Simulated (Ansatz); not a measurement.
Interstitial S in zinc-blende ZnS, relaxed from 2 sites or starts (void with 4Zn nearest; void with 4S nearest); at each charge the lowest end counts.

All values below come from PBE, PAW (plane waves to 420 eV; Ansatz, a first-principles code). Cell and caveats: 64-site cell; 2×2×2 shifted k-points; host gap 2.01 eV; charged states image-corrected; energies good to tenths of an eV; flagged in the runs: for some of the defects a strain field that reaches the edge of the cell.

| charge | neighbours at the lowest end (Å) | corrected energy + q E_VBM, against the first (eV) |
|---|---|---|
| +1 | S 2.00, Zn 2.40, Zn 2.40, S 3.07, S 3.07, Zn 3.19 | 0.00 |
| 0 | S 2.06, Zn 2.28, Zn 2.34, Zn 3.04, S 3.07, S 3.24 | 0.21 |
| −1 | Zn 2.23, Zn 2.38, Zn 2.55, S 2.55, Zn 2.56 | 3.23 |
| −2 | Zn 2.28, Zn 2.28, Zn 2.28, Zn 2.28 | 5.08 |

Charges from +1 to −2 were run. The lines E(q) + q E_F give the stable charge, which changes above the valence-band maximum at (+1/0) at 0.21 eV.
